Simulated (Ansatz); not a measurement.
# Effect of pressure 15 GPa on hypothetical fluorite TaGe2

Base system: TaGe$_{2}$ in the fluorite structure (space group Fm-3m, No. 225; a = 6.275 Å; a hypothetical phase, not in the database extracts checked).

It is then changed as follows: a hydrostatic pressure of 15 GPa.

Method: PBE (Ansatz, a quantum-chemistry and plane-wave program; PAW; 420 eV plane waves; no SOC), earlier PAW set. Settings: 13×13×13 k-points, 0.05 eV Fermi–Dirac smearing.

| quantity | base | changed | shift |
|---|---|---|---|
| volume per atom | 20.59 Å³ | 18.31 Å³ | -2.28 Å³ |
| lattice parameter a | 6.275 Å | 6.035 Å | -0.240 Å |
| enthalpy H = E + PV relative to the base's energy | – | +1.81 eV/atom | – |
| band gap | zero | zero | – |

Load acts through the strain it causes; cell and atoms are relaxed under it. Stability against distortions was not tested. Competing high-pressure phases were not computed. The final runs are not spin-polarised. An odd electron count without spin: TaGe2. TaGe2 has a high density of states at the Fermi level and may be magnetic at this level.
